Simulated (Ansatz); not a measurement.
## TiPd (Pm-3m, No. 221, 2 atoms in the cell; start mp-11546)

All values below come from LDA (Ansatz, a quantum-chemistry and plane-wave program, PAW).

Numerical settings: plane-wave cutoff 500 eV, 18×18×18 k mesh, Fermi–Dirac smearing 0.1 eV, no spin polarisation, scalar-relativistic PAW data made under PBE.

Cell (relaxed at this level):

```
PdTi
1.0
    3.10286     0.00000     0.00000
    0.00000     3.10286     0.00000
    0.00000     0.00000     3.10286
Ti Pd
1 1
Direct
  0.50000   0.50000   0.50000
  0.00000   0.00000   0.00000
```

For TiPd (Pm-3m, No. 221, 2 atoms in the cell; start mp-11546), the band gap is none.

Note: the relaxation could not lower the start's symmetry, so the cell can be a saddle point above a distorted one.

Spin–orbit coupling is not included.

Static lattice: no zero-point or thermal effects.

A start named mp-… is a Materials Project structure, which need not be a measured phase.
